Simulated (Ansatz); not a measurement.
The reference is Re in the hcp (Mg type) structure (space group P6_3/mmc, No. 194; a = 2.776 Å, c = 4.481 Å; relaxed with 0.1 eV smearing). Axes: x lies along a and z along c of the hexagonal cell.

The values are results of DFT with PBE, PAW potentials and a 420 eV plane-wave cutoff in Ansatz (a first-principles code), no SOC, not measurements.

For the base:

The shortest interatomic distance is 2.755 Å.

Modification: tensile biaxial strain of 2.00 % in the plane normal to [001], as in epitaxy on a mismatched substrate; the out-of-plane cell vector and the atoms relax.

Question: What happens to the in-plane stress?

Answer: The mean in-plane stress (compression positive) comes out as -12.4 GPa.

Question: Predict the new out-of-plane strain.

Answer: The out-of-plane strain amounts to -1.39 %.

Question: What does the calculation give for the shortest interatomic distance after the change?

Answer: The shortest interatomic distance falls by 0.0064 Å to 2.748 Å.

Stability against distortions was not tested. All final runs are without spin polarisation.
